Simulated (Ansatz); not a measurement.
Take PbTe in the rock salt structure (space group Fm-3m, No. 225) as the base.

```
PbTe
1.0
    0.00000     3.18980     3.18980
    3.18980     0.00000     3.18980
    3.18980     3.18980     0.00000
Te Pb
1 1
Direct
  0.50000   0.50000   0.50000
  0.00000   0.00000   0.00000
```

Cartesian axes are those of the cell as printed.

Computed with Kohn–Sham DFT with the LDA functional, run in Ansatz (an electronic-structure program) with PAW and 420 eV plane waves, scalar-relativistic without spin-orbit coupling.

The change: every lattice vector is shortened by 1.00 %, atoms relaxed at fixed cell.

Q: Predict the stress tensor and what it implies for the stiffness.

A: Stress of the strained cell less that of the base (GPa, compression positive):
```
   1.57    0.00    0.00
   0.00    1.57    0.00
   0.00    0.00    1.57
```

Then B = −ΔP/(ΔV/V₀) with ΔV/V₀ = -0.0297 gives secant stiffness values (nonlinear terms included at this strain): B ≈ 53 GPa.

As a check, the harmonic strain energy −½ V₀ Δσ:ε is 4.8 meV/atom; the computed energy rise is 4.6 meV/atom.

Whether these cells are dynamically stable was not tested.
